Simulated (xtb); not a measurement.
xtb 6.7.1, GFN1-xTB: Cr(NH)(NMe)(F)(OMe) (C[N]=[Cr](=[NH])([F])[O]C), 14 atoms. The geometry is a generated start, not checked to be a minimum at this level.

```yaml
method: GFN1-xTB
"--acc": 1 (default)
"--etemp (K)": 300 (default)
detailed input (--input): "none: ANC optimiser, Lindh (1995) Hessian, microcycle=20, maxdispl=1.0, hlow=0.01 (default)"
basis_functions: 48
valence_electrons: 44
```

```xyz
14

Cr    -0.6724     0.1162     0.7558
N     -0.6466    -1.1129     1.8448
H     -0.6419    -1.9804     2.3654
N     -0.9871    -0.4430    -0.7572
C     -1.1874    -1.1187    -1.9568
H     -0.9024    -2.1748    -1.8601
H     -2.2487    -1.0744    -2.2266
H     -0.6044    -0.6634    -2.7678
F     -2.0953     1.0865     1.1477
O      0.7643     1.0014     0.7843
C      2.0441     1.4893     0.6885
H      2.0349     2.5815     0.7986
H      2.6740     1.0558     1.4772
H      2.4690     1.2367    -0.2938
```

Charge 0 and multiplicity 1 are set for this test and not shown to be the ground state.

The structure is relaxed from this start with --opt LEVEL for the levels crude, sloppy, loose, lax, normal, tight, vtight, extreme, once each. Up to the end of the extreme run atoms move by at most 0.35 Å along an axis.

Q: What is the loosest level that ends within 1 meV of the extreme run, and how many cycles does it take?

A: tight: 26 cycles against 40, ending 0.057 meV above.

```json
[
 {"level": "crude", "cycles": "4", "energy above the extreme run (meV)": "8.2", "gradient norm (eV/Å)": "0.50"},
 {"level": "sloppy", "cycles": "6", "energy above the extreme run (meV)": "3.4", "gradient norm (eV/Å)": "0.055"},
 {"level": "loose", "cycles": "6", "energy above the extreme run (meV)": "3.4", "gradient norm (eV/Å)": "0.055"},
 {"level": "lax", "cycles": "8", "energy above the extreme run (meV)": "2.5", "gradient norm (eV/Å)": "0.11"},
 {"level": "normal", "cycles": "11", "energy above the extreme run (meV)": "1.7", "gradient norm (eV/Å)": "0.031"},
 {"level": "tight", "cycles": "26", "energy above the extreme run (meV)": "0.057", "gradient norm (eV/Å)": "0.011"},
 {"level": "vtight", "cycles": "34", "energy above the extreme run (meV)": "0.012", "gradient norm (eV/Å)": "0.0035"},
 {"level": "extreme", "cycles": "40", "energy above the extreme run (meV)": "—", "gradient norm (eV/Å)": "0.0020"}
]
```
